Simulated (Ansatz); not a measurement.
Input:

```
SrTiO3
1.0
    3.85418     0.00000     0.00000
    0.00000     3.85418     0.00000
    0.00000     0.00000     3.87730
Sr Ti O
1 1 3
Direct
  0.00000   0.00000   0.00000
  0.50000   0.50000   0.50000
  0.50000   0.00000   0.50000
  0.00000   0.50000   0.50000
  0.50000   0.50000   0.00000
```

No spin polarisation.

The values are results of Kohn–Sham DFT with the LDA functional, run in Ansatz (an electronic-structure program) with PAW and 420 eV plane waves, spin-orbit coupling left out, not measurements. Settings: 9×9×9 k-points, 0.05 eV Fermi–Dirac smearing.

Q: Predict the band gap, gap character and space group.

A: 
* **Band gap**: 1.83 eV
* **Gap character**: indirect, A → Γ
* **Space group**: P4/mmm (No. 123)

The cells carry an imposed strain or load. No phonon test of stability was made. The final runs are not spin-polarised. The cell was made from SrTiO₃ in the cubic perovskite structure (space group Pm-3m, No. 221) by this change: uniaxial strain ε_zz = +0.60 %. Many cubic perovskites are stable only at high temperature; tilts and polar distortions were not tested.
